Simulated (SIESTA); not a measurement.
# Input and output of a self-consistent single point for a (100) slab of CoSi2 (cut from a parent of space group no. 225; 12 atoms in the cell) (SIESTA)

Level of theory: LDA PW92, numerical atomic orbitals TZP, PseudoDojo LDA standard norm-conserving potentials (rewritten from UPF to PSML) (SIESTA 5.4.2).

Input:

```
# files in the folder: Co.psml Si.psml (PseudoDojo LDA standard)
SystemName  CoSi2
SystemLabel CoSi2

NumberOfAtoms                12
NumberOfSpecies              2
%block ChemicalSpeciesLabel
  1 27 Co
  2 14 Si
%endblock ChemicalSpeciesLabel
LatticeConstant              1.0 Ang
%block LatticeVectors
     3.734580000    0.000000000    0.000000000
    -3.734580000    3.734580000    0.000000000
     0.000000000    0.000000000   23.297500000
%endblock LatticeVectors
AtomicCoordinatesFormat      Fractional
%block AtomicCoordinatesAndAtomicSpecies
     0.000000000    0.000000000    0.471497000  1
     1.000000000    0.500000000    0.357472000  1
     0.000000000    0.000000000    0.699539000  1
     1.000000000    0.500000000    0.585518000  1
     0.500000000    0.000000000    0.300461000  2
     0.500000000    0.500000000    0.300461000  2
     0.500000000    0.500000000    0.414482000  2
     0.500000000    0.000000000    0.414482000  2
     0.500000000    0.000000000    0.528507000  2
     0.500000000    0.500000000    0.528507000  2
     0.500000000    0.500000000    0.642528000  2
     0.500000000    0.000000000    0.642528000  2
%endblock AtomicCoordinatesAndAtomicSpecies

XC.functional                LDA
XC.authors                   PW92
PAO.BasisSize                TZP
PAO.EnergyShift              0.01 Ry
MeshCutoff                   300 Ry
%block kgrid.MonkhorstPack
    9   0   0  0.0
    0   9   0  0.0
    0   0   1  0.0
%endblock kgrid.MonkhorstPack
OccupationFunction           MP
OccupationMPOrder            0
ElectronicTemperature        272.0 meV
Slab.DipoleCorrection        vacuum

MaxSCFIterations             150
SCF.Mixer.Method             Pulay
SCF.Mixer.Weight             0.1
SCF.Mixer.History            6
SCF.DM.Tolerance             1.0E-05
Diag.ParallelOverK           true
WriteForces                  true
```

The program printed (abridged):

```
reinit: Reading from file input.fdf

reinit: System Name: CoSi2
reinit: System Label: CoSi2

coor:   Atomic-coordinates input format  =     Fractional

siesta: Atomic coordinates (Bohr) and species
siesta:      0.00000   0.00000  20.75808  1        1
siesta:      3.52867   3.52867  15.73802  1        2
siesta:      0.00000   0.00000  30.79783  1        3
siesta:      3.52867   3.52867  25.77795  1        4
siesta:      3.52867   0.00000  13.22806  2        5
siesta:      0.00000   3.52867  13.22806  2        6
siesta:      0.00000   3.52867  18.24794  2        7
siesta:      3.52867   0.00000  18.24794  2        8
siesta:      3.52867   0.00000  23.26799  2        9
siesta:      0.00000   3.52867  23.26799  2       10
siesta:      0.00000   3.52867  28.28787  2       11
siesta:      3.52867   0.00000  28.28787  2       12

siesta: System type = slab

initatomlists: Number of atoms, orbitals, and projectors:     12   236   216

siesta: ******************** Simulation parameters ****************************
redata: Spin configuration                          = none
redata: Time-Reversal Symmetry                      = T
redata: Number of Atomic Species                    =        2
redata: Mesh Cutoff                                 =   300.0000 Ry
redata: Net charge of the system                    =     0.0000 |e|
redata: Min. number of SCF Iter                     =        0
redata: Max. number of SCF Iter                     =      150
redata: SCF convergence failure will abort job
redata: SCF mix quantity                            = Hamiltonian
redata: Mix DM or H after convergence               =   F
redata: Recompute H after scf cycle                 =   F
redata: Mix DM in first SCF step                    =   T
redata: No kicks to SCF
redata: DM Mixing Weight for Kicks                  =     0.5000
redata: Require Harris convergence for SCF          =   F
   [... lines left out ...]

outcell: Unit cell vectors (Ang):
        3.734580    0.000000    0.000000
       -3.734580    3.734580    0.000000
        0.000000    0.000000   23.297500

outcell: Cell vector modules (Ang)   :    3.734580    5.281494   23.297500
outcell: Cell angles (23,13,12) (deg):     90.0000     90.0000    135.0000
outcell: Cell volume (Ang**3)        :    324.9323
new_DM -- step:     1
Initializing Density Matrix...

Attempting to read DM from file... Failed...
DM filled with atomic data:

InitMesh: MESH = 40 x 54 x 288 = 622080
InitMesh: Mesh cutoff (required, used) =   300.000   355.897 Ry

dipole: A dipole layer will be introduced in the vacuum
dipole: region to compensate the vacuum field
dipole: Dipole direction    -0.000000    -0.000000    -1.000000
dipole: Field tolerance [eV/Ang/e]     0.000100
dipole: Vacuum plane point automatically determined

Dipole moment in unit cell =       0.0000       0.0000       0.0000 D
Electric field for dipole correction =    -0.000000    -0.000000    -0.000000 eV/Ang/e

stepf: Methfessel-Paxton step function
       Using Hermite-Gauss polynomials of order  0
Dipole moment in unit cell =       0.0000       0.0000      52.3467 D
Electric field for dipole correction =    -0.000000    -0.000000    -6.069141 eV/Ang/e
        iscf     Eharris(eV)        E_KS(eV)     FreeEng(eV)     dDmax    Ef(eV) dHmax(eV)
   scf:    1   -17051.567378   -17406.934507   -17407.257988  1.700378 -3.599762106.904528
Dipole moment in unit cell =      -0.0000      -0.0000    -392.6511 D
Electric field for dipole correction =     0.000000     0.000000    45.524436 eV/Ang/e
   scf:    2    -1972.102825   -12698.072154   -12698.365488  1.918591 -3.098468553.720141
Dipole moment in unit cell =      -0.0000      -0.0000     -49.9690 D
Electric field for dipole correction =     0.000000     0.000000     5.793459 eV/Ang/e
   scf:    3   -18308.817212   -17429.371699   -17429.640721  1.788840 -4.285967 92.991624
Dipole moment in unit cell =      -0.0000      -0.0000     -41.0169 D
Electric field for dipole correction =     0.000000     0.000000     4.755543 eV/Ang/e
   scf:    4   -17541.996682   -17508.586005   -17508.787237  0.329044 -4.703361 64.741513
Dipole moment in unit cell =       0.0000       0.0000       7.8430 D
   [... lines left out ...]
Dipole moment in unit cell =       0.0000       0.0000       0.5687 D
Electric field for dipole correction =    -0.000000    -0.000000    -0.065934 eV/Ang/e
   scf:   22   -17560.123845   -17560.123861   -17560.365397  0.000091 -4.319859  0.001038
Dipole moment in unit cell =       0.0000       0.0000       0.5693 D
Electric field for dipole correction =    -0.000000    -0.000000    -0.066006 eV/Ang/e
   scf:   23   -17560.123845   -17560.123853   -17560.365397  0.000041 -4.319841  0.001024
Dipole moment in unit cell =       0.0000       0.0000       0.5689 D
Electric field for dipole correction =    -0.000000    -0.000000    -0.065961 eV/Ang/e
   scf:   24   -17560.123852   -17560.123853   -17560.365397  0.000013 -4.319849  0.000502
Dipole moment in unit cell =       0.0000       0.0000       0.5690 D
Electric field for dipole correction =    -0.000000    -0.000000    -0.065969 eV/Ang/e
   scf:   25   -17560.123853   -17560.123853   -17560.365397  0.000004 -4.319853  0.000645
SCF Convergence by DM+H criterion
max |DM_out - DM_in|         :     0.0000035219
max |H_out - H_in|      (eV) :     0.0006452124
SCF cycle converged after 25 iterations

Using DM_out to compute the final energy and forces
Dipole moment in unit cell =       0.0000       0.0000       0.5690 D
Electric field for dipole correction =    -0.000000    -0.000000    -0.065969 eV/Ang/e

siesta: E_KS(eV) =           -17560.1239

siesta: E_KS - E_eggbox =    -17560.1239

siesta: Atomic forces (eV/Ang):
     1    0.000000    0.000000   -0.015339
     2   -0.000000   -0.000000    0.065412
     3    0.000000   -0.000000   -2.023632
     4   -0.000000   -0.000000   -0.177442
     5    0.000000   -0.000000    0.184317
     6    0.000000    0.000000    0.184042
     7   -0.000000    0.000000   -0.072876
     8   -0.000000    0.000000   -0.073388
     9   -0.000000    0.000000    0.041693
    10    0.000000    0.000000    0.041962
    11    0.000000    0.000000    0.922403
    12    0.000000    0.000000    0.923073
   Tot   -0.000000   -0.000000    0.000224
   Max    2.023632
   Res    0.405381    sqrt( Sum f_i^2 / 3N )
   Max    2.023632    constrained

Stress tensor Voigt[x,y,z,yz,xz,xy] (kbar):       34.95       34.84       25.66        0.00       -0.00       -0.00
(Free)E + p*V (eV/cell)   -17566.8184
Target enthalpy (eV/cell)   -17560.3654

siesta: Program's energy decomposition (eV):
siesta: Ebs     =     -2835.128197
siesta: Eions   =     22177.528887
siesta: Ena     =      2067.007641
siesta: Ekin    =      7751.463524
siesta: Enl     =     -1958.601325
siesta: Eso     =         0.000000
siesta: Edftu   =         0.000000
siesta: DEna    =       131.808590
siesta: DUscf   =         3.585677
siesta: DUext   =         0.003907
siesta: Ex      =     -3124.182977
siesta: Ec      =      -253.680005
siesta: Exc     =     -3377.862982
siesta: Eharris =    -17560.123853
siesta: Etot    =    -17560.123853
siesta: FreeEng =    -17560.365397

siesta: Atomic forces (eV/Ang):
siesta:      1    0.000000    0.000000   -0.015339
siesta:      2   -0.000000   -0.000000    0.065412
siesta:      3    0.000000   -0.000000   -2.023632
siesta:      4   -0.000000   -0.000000   -0.177442
siesta:      5    0.000000   -0.000000    0.184317
siesta:      6    0.000000    0.000000    0.184042
siesta:      7   -0.000000    0.000000   -0.072876
siesta:      8   -0.000000    0.000000   -0.073388
siesta:      9   -0.000000    0.000000    0.041693
siesta:     10    0.000000    0.000000    0.041962
siesta:     11    0.000000    0.000000    0.922403
siesta:     12    0.000000    0.000000    0.923073
siesta: ----------------------------------------
siesta:    Tot   -0.000000   -0.000000    0.000224

siesta: Stress tensor (static) (eV/Ang**3):
siesta:     0.021816   -0.000002   -0.000000
siesta:    -0.000002    0.021744   -0.000000
siesta:    -0.000000    0.000000    0.016018

siesta: Cell volume =        324.932277 Ang**3

siesta: Pressure (static):
siesta:                Solid            Molecule  Units
siesta:          -0.00021630         -0.00015814  Ry/Bohr**3
siesta:          -0.01985943         -0.01451951  eV/Ang**3
siesta:         -31.81831286        -23.26282596  kBar

siesta: Electric dipole (a.u.)  =    0.000000    0.000000    0.223856
siesta: Electric dipole (Debye) =    0.000000    0.000000    0.568985
```

The run converged in 25 iterations.

The starting cell comes from a database of computed structures (which also holds hypothetical and non-ambient phases and stackings), without a prior relaxation at this level. The slab is cut from that crystal, and its faces are unrelaxed. Its lattice was rescaled in the plane by a random factor within 2.5 % of one. Spin polarisation is off. Values carry the incompleteness of an atom-centred basis. Forces in this geometry exceed 1 eV/Å.

Cost on one core of a shared machine: roughly 4 min.
